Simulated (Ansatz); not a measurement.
# A computed series for GaSb: pressure series

Consider GaSb in the zinc blende structure (space group F-43m, No. 216; a = 6.213 Å).

Cell and atoms are relaxed at each pressure.

All numbers come from PBE in Ansatz (plane waves to 420 eV, PAW, spin-orbit coupling left out).

Notes on the quantities. enthalpy: H = E + PV relative to the base's energy.

```csv
case,enthalpy,volume per atom
base,–,29.99 Å³
pressure −2 GPa,-0.38 eV/atom,31.55 Å³
pressure −1 GPa,-0.19 eV/atom,30.72 Å³
pressure 0.9 GPa,+0.17 eV/atom,29.43 Å³
pressure 2.1 GPa,+0.38 eV/atom,28.74 Å³
pressure 4.5 GPa,+0.81 eV/atom,27.61 Å³
pressure 9 GPa,+1.56 eV/atom,26.00 Å³
pressure 15 GPa,+2.50 eV/atom,24.42 Å³
pressure 22.5 GPa,+3.61 eV/atom,22.96 Å³
pressure 30 GPa,+4.66 eV/atom,21.84 Å³
```

Load acts through the strain it causes; cell and atoms are relaxed under it. Whether these cells are dynamically stable was not tested. Tetrahedral semiconductors of this kind turn to denser phases somewhere between about 1 and 50 GPa; those were not computed, so compressed cells here can lie past the real transition. All final runs are without spin polarisation.

Ansatz is a quantum-chemistry and plane-wave program.
